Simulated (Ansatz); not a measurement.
Abridged Ansatz (a quantum-chemistry and plane-wave program) output:

```
Relaxation: its limit of steps is 50 (relax.max_steps)
Pseudopotential: Te, paw, valence charge 16
Pseudopotential: Pb, paw, valence charge 14
Crystal: 2 atoms, lattice volume = 69.890 Å³
Basis set: ecut = 420 eV, 1363 PW (Γ), exchange–correlation on 64×64×64 points (8 copies of the dense FFT grid, shifted against one another)
Bands: 19, of which v1, the nominal top of the filled ones, is band 15 counted from 1 (14 counted from 0)
Symmetry: 48 space group operations
k-points: 35 of 729
Functional: x = pbesol(κ = 0.804, μ = 0.12345679012345678), c = pbesol(β = 0.046)
SCF iter   1: F=—  HF=-18657.176323 eV  |F-HF|=—  |Δ(HF+E_count)|=         —  Δρ=2.13e-3  dr2=5.73e-3  ethr=1.77e-3  ⟨swp⟩=6.4  Hψ=3415  notcnv=0
SCF iter   2: F=—  HF=-18657.172599 eV  |F-HF|=—  |Δ(HF+E_count)|=   3.72e-3  Δρ=8.76e-4  dr2=6.47e-4  ethr=1.91e-5  ⟨swp⟩=2.5  Hψ=1540  notcnv=0
SCF 1 converged in 7 iterations: F = -18657.172479 eV  dr2 = 2.90e-11
relax step   1: F+E_penalty+E_count = -18657.17247870 eV  Δ(F+E_penalty+E_count) = +0.000e0 eV  max|allowed force component| = 1.026e-28 eV/Å  Δτ_max = 0.0000 Å  (7 SCF iters, accepted)
SCF converged after 7 iterations
Free energy (F): -18657.172479 eV
Internal energy: -18657.172475 eV  (E = F + TS)
E sigma→0 (E₀):  -18657.172477 eV
Entropy (-TS):   -0.000003 eV (-0.002 meV/atom)
Fermi energy:    8.372115 eV
--- Forces (eV/Å), atoms counted from 1 ---
  atom   1  Te    -0.00000000     0.00000000     0.00000000
  atom   2  Pb     0.00000000    -0.00000000     0.00000000
--- Stress (GPa, compression-positive) ---
       -1.803901       0.000000       0.000000
       -0.000000      -1.803901      -0.000000
       -0.000000       0.000000      -1.803901
  P = ⅓ Tr σ = -1.8039 GPa (-18.039 kbar)
--- Relaxed structure (1 steps of the walk, 1 accepted, 0 SCFs on fresh bases) ---
  atoms:
    - { symbol: Te, position: [0.5000000000000001, 0.5000000000000001, 0.5000000000000001] }
    - { symbol: Pb, position: [0.0, 0.0, 0.0] }
```

What was computed, and what are the main results?

PbTe, 2 atoms in the cell, with Kohn–Sham DFT with the PBEsol functional, run in Ansatz with PAW and 420 eV plane waves, scalar-relativistic without spin-orbit coupling. The last SCF converged to F = -18657.172479 eV, or -9328.5862 eV per atom, at a pressure of -1.80 GPa. The total energy compares only with runs of the same code, potentials and settings.

With Pb and Te present, leaving out spin-orbit coupling can change the band edges. The cells carry an imposed strain or load. No phonon test of stability was made. The cell was made from PbTe in the rock salt structure (space group Fm-3m, No. 225) by this change: isotropic strain +1.50 %.

Keys are those of Ansatz 0.2.
